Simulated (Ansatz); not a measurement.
# Li in the diamond structure (space group Fd-3m, No. 227; a hypothetical phase, not in the database extracts checked)

```
Li
1.0
    0.00000     2.93907     2.93907
    2.93907     0.00000     2.93907
    2.93907     2.93907     0.00000
Li
2
Direct
  0.25000   0.25000   0.25000
  0.00000   0.00000   0.00000
```

The values are results of PBEsol (Ansatz, a quantum-chemistry and plane-wave program, PAW, no spin-orbit coupling), not measurements. Γ-centred 14×14×14 mesh, Fermi–Dirac width 0.05 eV.

```yaml
volume_per_atom: 25.39 Å³
density: 0.45 g/cm³
band_gap: zero
total_energy: -202.481 eV/atom (σ→0; compares only within this code and set-up)
```

Stability against distortions was not tested.
